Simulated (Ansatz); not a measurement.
CsCl-type NiTi (cubic form, which distorts at low temperature) was calculated with r²SCAN (Ansatz, a quantum-chemistry and plane-wave program, plane waves, PAW).

Run with plane-wave cutoff 560 eV, 18×18×18 k mesh, Fermi–Dirac smearing 0.05 eV, spin-polarised start, scalar-relativistic PAW data made under PBE.

Cell (relaxed at this level):

```
NiTi
1.0
    2.98826     0.00000     0.00000
    0.00000     2.98826     0.00000
    0.00000     0.00000     2.98826
Ti Ni
1 1
Direct
  0.50000   0.50000   0.50000
  0.00000   0.00000   0.00000
```

Question: Estimate the bulk modulus B0 and pressure derivative B′ of the bulk modulus that the calculation returns.

Answer: 
* **bulk modulus B0**: 173 GPa
* **pressure derivative B′ of the bulk modulus**: 4.2

The run finds no gap.

Note: the starting moments vanished in the run, and other orders were not tried; symmetry holds this phase in the static calculation, where it need not be a minimum; the relaxation could not lower the start's symmetry, so the cell can be a saddle point above a distorted one.

It cost roughly 80 core-minutes of CPU time.
